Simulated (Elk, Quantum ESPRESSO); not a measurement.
A Quantum ESPRESSO input for a self-consistent single point of HgPt3 (P1, 4 atoms in the cell) (DFT, LDA (PZ), plane waves, GBRV 1.5 ultrasoft (LDA) pseudopotentials):

```fortran
&CONTROL
    calculation = 'scf'
    prefix = 'HgPt3'
    outdir = './out'
    pseudo_dir = './'
    tprnfor = .true.
    tstress = .true.
/
&SYSTEM
    ibrav = 0
    nat = 4
    ntyp = 2
    ecutwfc = 40
    ecutrho = 320
    occupations = 'smearing'
    smearing = 'fd'
    degauss = 0.0099958
/
&ELECTRONS
    conv_thr = 1.0e-11
/
ATOMIC_SPECIES
Hg   200.5920  hg_lda_v1.uspp.F.UPF
Pt   195.0840  pt_lda_v1.4.uspp.F.UPF
CELL_PARAMETERS {angstrom}
   3.98297300     0.00000000     0.00000000
   0.00000000     3.98297300     0.00000000
   0.00000000     0.00000000     3.98297300
ATOMIC_POSITIONS {crystal}
Hg    0.01134900   -0.00168400   -0.00658400
Pt    0.00082100    0.49784100    0.49516400
Pt    0.48705200    0.01628100    0.50221600
Pt    0.50077800    0.48756200    0.00920400
K_POINTS {automatic}
7 7 7  0 0 0
```

### Question
Translate this input to Elk.

### Answer
One input that does it (others would too):

```
tasks
  0

rmtscf
  0.89

swidth
  0.00499791

maxscl
  100

avec
    7.5267281318    0.0000000000    0.0000000000
    0.0000000000    7.5267281318    0.0000000000
    0.0000000000    0.0000000000    7.5267281318

atoms
  2
  'Hg.in'
  1
  0.0113490000  -0.0016840000  -0.0065840000    0.0 0.0 0.0
  'Pt.in'
  3
  0.0008210000  0.4978410000  0.4951640000    0.0 0.0 0.0
  0.4870520000  0.0162810000  0.5022160000    0.0 0.0 0.0
  0.5007780000  0.4875620000  0.0092040000    0.0 0.0 0.0

ngridk
  7 7 7
```

Basis settings and potentials, where a program has them, do not carry over. This input uses DFT, LDA (PW92), all-electron FP-LAPW, Elk's shipped species files, default APW+lo basis. LDA parametrisations can differ slightly between programs.

The starting cell comes from a database of computed structures (which also holds hypothetical and non-ambient phases and stackings), without a prior relaxation at this level. Its lattice was rescaled by a random factor within 2.5 % of one. For this run, on top of that: atoms moved at random.
